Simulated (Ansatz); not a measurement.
A user runs Ansatz (an electronic-structure program) on HfNi₃ (R-3m, 12 atoms in the cell) and asks whether the run is sound. The aim is a self-consistent single point with DFT, PBEsol, plane waves, default PAW files made with PBE.

Cell that was meant: a = 7.0390 Å, b = 7.0390 Å, c = 7.0390 Å, α = 43.52°, β = 43.52°, γ = 43.52°.

Part of the input:

Ansatz 0.2 input:
```yaml
    - { symbol: Ni, position: [0.500000, 0.500000, 0.000000] }
    - { symbol: Ni, position: [0.000000, 0.500000, 0.500000] }
    - { symbol: Ni, position: [0.500000, 0.000000, 0.500000] }
basis:
  ecutwfc: 145.0
kpoints:
  mp_grid: { grid: [6, 6, 6] }
hamiltonian:
```

The program printed (abridged):

```
   [... lines left out ...]
PAW frozen core: Ni, regenerated for the run's functional, and the local potential with it
Initial density: superposition of atomic densities (neutral atoms: chi_scale 0, normalization atom), corrected by the library's trained network
Initial wavefunctions: pseudopotential atomic-orbital guess
Eigensolver: davidson
Functional: x = pbesol(κ = 0.804, μ = 0.12345679012345678), c = pbesol(β = 0.046)
SCF iter   1: F=—  HF=-98340.372170 eV  |F-HF|=—  |Δ(HF+E_count)|=         —  Δρ=1.21e0  dr2=1.29e3  ethr=1.77e-3  ⟨swp⟩=4.6  Hψ=13619  notcnv=0  defer=6
all-band conjugate gradients solve this SCF's bands
preconditioner: auto → LDOS
SCF iter   2: F=—  HF=-98453.605173 eV  |F-HF|=—  |Δ(HF+E_count)|=    1.13e2  S|Δr|=    0.00e0  Δρ=1.10e0  dr2=9.68e2  ethr=1.77e-3  ⟨swp⟩=4.0  Hψ=17536  notcnv=0  defer=498
   [... lines left out ...]
SCF iter  10: F=—  HF=-97939.653969 eV  |F-HF|=—  |Δ(HF+E_count)|=   1.39e-4  S|Δr|=    0.00e0  Δρ=1.66e-4  dr2=3.39e-5  ethr=2.66e-7  ⟨swp⟩=2.0  Hψ=5662  notcnv=0  defer=483
SCF iter  11: F=—  HF=-97939.653203 eV  |F-HF|=—  |Δ(HF+E_count)|=   7.66e-4  S|Δr|=    0.00e0  Δρ=2.18e-5  dr2=5.90e-7  ethr=1.41e-8  ⟨swp⟩=2.0  Hψ=6213  notcnv=0  defer=483
SCF iter  12: F=-97939.653203 eV  HF=-97939.653203 eV  |F-HF|=4.10e-8  |Δ(HF+E_count)|=   3.62e-8  S|Δr|=    0.00e0  Δρ=5.80e-6  dr2=6.71e-8  ethr=4.17e-11  ⟨swp⟩=8.0  Hψ=15176  notcnv=0
SCF 1 converged in 12 iterations: F = -97939.653203 eV  dr2 = 6.71e-8
Stability not checked (fill_not_monotonic)
Free energy (F): -97939.653203 eV
Internal energy: -97939.646699 eV  (E = F + TS)
E sigma→0 (E₀):  -97939.651035 eV
Entropy (-TS):   -0.006504 eV (-0.542 meV/atom)
Fermi energy:    21.016887 eV
--- Forces (eV/Å), atoms counted from 1 ---
  atom   1  Hf     0.00000000     0.00000003    -1.09123695
  atom   2  Hf     0.00000000    -0.00000003     1.09123695
  atom   3  Hf    -0.00000000     0.00000000     0.00000000
   [... lines left out ...]
  atom  12  Ni    -0.00000000     0.00000000    -0.00000000
--- Stress (GPa, compression-positive) ---
      -36.408083      -0.000000       0.000000
        0.000000     -36.408083      -0.000001
        0.000000      -0.000001      11.656062
  P = ⅓ Tr σ = -20.3867 GPa (-203.867 kbar)
  The stress holds the Pulay correction. Without it, at fixed plane waves, as pw.x and ABINIT print it: P = -4225.2330 GPa
```

**Question.** Can these results be used? Check the input.

**Answer.** The run is not sound. The fault is a basis or grid far too coarse for these potentials. Far below the cutoff that the potentials were made for, the basis cannot represent the orbitals near the nuclei, and energies, forces and above all the stress go wrong. To fix it, restore the cutoff that the potentials need and check convergence. The run converged in 12 iterations without an error; against the sound input the free energy rises by 92.1 eV/atom, the pressure goes from -1.16 to -20.39 GPa and the largest force goes from 0.037 to 14.74 eV/Å. At a fixed set of plane waves, without the program's Pulay estimate, the pressure is -4225.23 GPa against -1.22 GPa.

An input that runs soundly differs in these lines (not the only fix; some lines may just follow from the change or write a value another way):
```diff
-basis:
-  ecutwfc: 145.0
```

With that input, the run converged in 9 iterations: free energy E − TS (on the zero of these files) -99045.3448 eV; Fermi level (on the code's own zero) 20.88 eV; pressure -1.16 GPa; largest force (vector length) 0.037 eV/Å (DFT, PBEsol, plane waves, default PAW files made with PBE).

On the sound input: the starting cell comes from a database of computed structures (which also holds hypothetical and non-ambient phases and stackings), without a prior relaxation at this level. Spin-orbit coupling is off. Spin polarisation is off. Ansatz's pressure includes its estimate of the finite-basis (Pulay) stress.
